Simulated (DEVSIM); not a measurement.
DEVSIM, 1D Poisson equation in equilibrium, Boltzmann statistics, complete ionisation; no quantum confinement or tunnelling. Metal contacts follow the ideal Schottky-Mott rule: no Fermi-level pinning, no interface dipoles.

Device: Mo/AlN/p-Si capacitor, at 300 K.

```tsv
layer (left to right)	material	thickness (nm)	Na (cm⁻³)
1	AlN	17.0	-
2	Si	2700	4.6e16
```

Metal gate on the left, work function 4.6 eV. Fixed charge at the semiconductor interface -2e10 cm⁻² (in units of +e); no interface traps.

Constants are typed, rounded textbook-type inputs, not results; the design itself was drawn at random and stands for no fabricated device. Values at 300 K.

```tsv
parameter	AlN	Si
gap (eV)	6.1	1.124
affinity (eV)	1.9	4.05
permittivity	8.5	11.7
Nc (cm⁻³)	-	2.86e19
Nv (cm⁻³)	-	3.1e19
```

One input was changed, with this effect: capacitance of the dielectric stack little changed (0.443 μF/cm²); flat-band voltage -0.40 → -0.38 V; minimum of the low-frequency capacitance 0.0660 → 0.0503 μF/cm²; threshold voltage (band bending 2φF) 0.64 → 0.54 V.

Task: Which change was it?
(A) AlN thickness 0.017 → 0.02 μm
(B) substrate doping 4.6e+16 → 2.3e+16 cm^-3
(C) gate work function 4.6 → 4.3 eV

Result: B, substrate doping 4.6e+16 → 2.3e+16 cm^-3
